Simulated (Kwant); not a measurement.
System: In0.53Ga0.47As/In0.52Al0.48As stack with 1 barrier. One parabolic valley. Leads of mass 0.041 mₑ with the band edge at 0; grid 0.1 nm; bias swept from 0.0208 to 0.44254 V, dropping linearly over the stack. Emitter Fermi level 0.091 eV, 77 K, equal in the collector.

```csv
layer,thickness (nm),band offset (eV),mass (mₑ)
1,1.6,0.52,0.075
```

Constants are typed, rounded textbook-type inputs, not results; the design itself was drawn at random and stands for no fabricated device.

Model: one-band effective-mass tight-binding model in one dimension, coherent, no space charge, current by the Tsu-Esaki formula (Kwant).

Sweep values stay those of the base run.

Base results: J (A/cm²) at bias = 0.1262 V 327000; J (A/cm²) at bias = 0.3371 V 432000; J (A/cm²) at bias = 0.2317 V 387000; J (A/cm²) at bias = 0.4425 V 472000.

Question: What follows from this one change: height of the first barrier 0.52 → 0.31 eV?

Answer: J at bias = 0.1262 V 327000 → 801000 A/cm²; J at bias = 0.3371 V 432000 → 920000 A/cm²; J at bias = 0.2317 V 387000 → 870000 A/cm²; J at bias = 0.4425 V 472000 → 966000 A/cm².

Question: What follows from this one change: mass in the first barrier 0.075 → 0.06 mₑ?

Answer: J at bias = 0.1262 V 327000 → 400000 A/cm²; J at bias = 0.3371 V 432000 → 533000 A/cm²; J at bias = 0.2317 V 387000 → 477000 A/cm²; J at bias = 0.4425 V 472000 → 579000 A/cm².

Question: What follows from this one change: Fermi level in the emitter 0.091 → 0.14 eV?

Answer: J at bias = 0.1262 V 327000 → 934000 A/cm²; J at bias = 0.3371 V 432000 → 1210000 A/cm²; J at bias = 0.2317 V 387000 → 1090000 A/cm²; J at bias = 0.4425 V 472000 → 1320000 A/cm².

Question: What follows from this one change: thickness of the first barrier 1.6 → 1.9 nm?

Answer: J at bias = 0.1262 V 327000 → 195000 A/cm²; J at bias = 0.3371 V 432000 → 280000 A/cm²; J at bias = 0.2317 V 387000 → 241000 A/cm²; J at bias = 0.4425 V 472000 → 319000 A/cm².
